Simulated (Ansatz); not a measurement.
Consider the following.

```
CELL_PARAMETERS angstrom
      0.00000     2.73613     2.73613
      2.73613     0.00000     2.73613
      2.73613     2.73613     0.00000
ATOMIC_POSITIONS crystal
  Be 0.00000 0.00000 0.00000
  Te 0.75000 0.75000 0.75000
```

Level of theory: PBEsol with spin-orbit coupling, rigid bands (plane waves, PAW; Ansatz, a program for electronic structure). Condition of this run: hydrostatic pressure 5 GPa (the target of the relaxation). Cell: cell and atoms relaxed with PBEsol, then loaded as said.

Predict the hole conductivity mass (n e² τ/σ) at 300 K, by direction if it differs.

0.35 mₑ.

What conductivity effective mass do dilute electrons have at 300 K?

0.34 mₑ.

And the band gap?

1.35 eV at this level; semilocal functionals usually fall short of the measured gap.

Rigid bands, one relaxation time for all states, no polarons.
